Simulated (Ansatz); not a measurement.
System: AlSiCN (model structure, R3m, No. 160). Method: PBE in Ansatz (plane waves, PAW).

Run with plane-wave cutoff 520 eV, 20×20×20 k mesh, Fermi–Dirac smearing 0.05 eV, scalar-relativistic PAW data made under PBE.

The cell is the one relaxed with PBEsol. Conventional cell: a = 3.1144 Å, b = 3.1144 Å, c = 15.2238 Å, α = 90.00°, β = 90.00°, γ = 120.00°.

```
CELL_PARAMETERS angstrom
      1.55722     0.89906     5.07460
     -1.55722     0.89906     5.07460
      0.00000    -1.79813     5.07460
ATOMIC_POSITIONS crystal
  Al 0.00490 0.00490 0.00490
  N  0.87281 0.87281 0.87281
  Si 0.49334 0.49334 0.49334
  C  0.37891 0.37891 0.37891
```

Problem. List the 9 lowest band energies at Γ above −25 eV (eV, relative to the valence band maximum), grouping those that round alike.

Solution. At Γ: -18.38, -12.54, -8.83, -4.38 (×2), -2.07, 0.00 (×2), 0.45.

Note: the cell keeps the symmetry of its start, so it can be a saddle point; cell and atoms aren't relaxed at this level (pressure 3.4 GPa).

A model structure was made by putting elements into a prototype or built by hand; it is no filed structure, need not be a known phase, and can be a saddle point held by its symmetry.

Ansatz is a program for electronic structure.
